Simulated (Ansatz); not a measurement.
Base system: ZrSnO3 in the cubic perovskite structure (space group Pm-3m, No. 221; a = 4.1287 Å; a hypothetical phase, not in the database extracts checked). Axes: x, y, z lie along the cube axes.

Perturbation: biaxial strain −3.32 %, plane normal [001], relaxed out of plane (Cartesian); in-plane vectors clamped, the third vector and the atoms free.

Levels (all Ansatz, a first-principles code, PAW): PBEsol (420 eV, no spin-orbit coupling); r2SCAN (500 eV, scalar-relativistic without spin-orbit coupling); HSE06 (420 eV, no SOC).

At the geometry relaxed with PBEsol, these levels gave the following band gaps, in shuffled order: (a) 1.86 eV, (b) 1.45 eV, (c) 2.37 eV.

Task: Match each gap to its level.

Result: (a) r2SCAN; (b) PBEsol; (c) HSE06.

Single points use the geometry relaxed with PBEsol. The hybrid gap comes from the SCF mesh plus the semilocal run's edge points and a few special points and is an upper bound. Stability against distortions was not tested. Many cubic perovskites are stable only at high temperature; tilts and polar distortions were not tested.
